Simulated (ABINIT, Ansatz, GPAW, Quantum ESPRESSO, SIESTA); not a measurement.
**One structure in several programs: Mg₆TiCo (Amm2, 8 atoms in the cell)**

Self-consistent single point, at a second geometry (lattice scaled by 0.98). First geometry:

```
Mg6TiCo
1.0
    4.71661     0.00000     0.00000
    0.00000     3.01837     5.49984
    0.00000    -3.01837     5.49984
Mg Ti Co
6 1 1
Direct
  0.00000   0.82406   0.34412
  0.00000   0.34412   0.82406
  0.00000   0.32897   0.32897
  0.50000   0.68208   0.16122
  0.50000   0.16122   0.68208
  0.50000   0.16700   0.16700
  0.50000   0.69253   0.69253
  0.00000   0.80003   0.80003
```

Shared settings, as Ansatz (an electronic-structure program) writes them: kpoints.mp_grid.grid = 4 3 3; scf.occupations.method = gaussian; scf.occupations.width = 0.1 eV. Potentials and cutoffs stand in the table.

```csv
code,model,ΔF from the first geometry (meV/atom),pressure (GPa),largest force (eV/Å),cutoff
GPAW,"PBEsol, GPAW PAW datasets PBEsol (made by gpaw-setup)",-2.6,1.40,0.095,850 eV
Ansatz,"PBEsol, PAW files made with PBE",-3.2,1.36,0.090,420 eV
ABINIT,"PBEsol, PAW (JTH v2.0 PBE PAW, files made for PBE)",-2.2,1.38,0.093,60 Ry
SIESTA,"GGA PBEsol, numerical atomic orbitals DZP, PseudoDojo PBEsol standard norm-conserving potentials (rewritten from UPF to PSML)",15.8,4.44,0.430,grid 400 Ry
Quantum ESPRESSO,"PBEsol, GBRV 1.5 ultrasoft (PBESOL) pseudopotentials",-3.3,1.25,0.090,50 Ry
```

Size of the force on each atom (eV/Å): Sizes of forces hide their directions.

| code | Mg1 | Mg2 | Mg3 | Mg4 | Mg5 | Mg6 | Ti7 | Co8 |
|---|---|---|---|---|---|---|---|---|
| GPAW | 0.095 | 0.095 | 0.015 | 0.020 | 0.020 | 0.045 | 0.060 | 0.039 |
| Ansatz | 0.090 | 0.090 | 0.014 | 0.019 | 0.019 | 0.044 | 0.070 | 0.014 |
| ABINIT | 0.093 | 0.093 | 0.014 | 0.018 | 0.018 | 0.045 | 0.059 | 0.027 |
| SIESTA | 0.430 | 0.430 | 0.065 | 0.104 | 0.104 | 0.151 | 0.196 | 0.333 |
| Quantum ESPRESSO | 0.090 | 0.090 | 0.014 | 0.020 | 0.020 | 0.044 | 0.075 | 0.009 |

On Ansatz's run: spin polarisation is off.

The spread over the programs that give each value: ΔF from the first geometry within 19.1 meV/atom; pressure within 3.19 GPa; largest force within 0.340 eV/Å.

SIESTA uses small atom-centred bases, whose incompleteness enters pressures, forces and empty levels differently from a plane-wave cutoff. Ansatz's pressure is given at a fixed set of plane waves, as the other plane-wave codes print theirs. In the pressure, SIESTA (by 3.07) lies more than 1 GPa from the median of the plane-wave programs. In the force vectors, SIESTA (by 0.371) lies more than 0.08 eV/Å from the median of the plane-wave programs.

The shared mesh is coarse (it stands for a supercell whose shortest vector is 18 Å), so the values are not converged in it.

The starting cell comes from a database of computed structures (which also holds hypothetical and non-ambient phases and stackings), without a prior relaxation at this level. For this run, on top of that: lattice scaled by 0.98.

Left out of this page: CP2K (unsound by tests on forces, stress, charge or solver warnings); Elk (not drawn, or without a comparable value).

Keys are those of Ansatz 0.2.
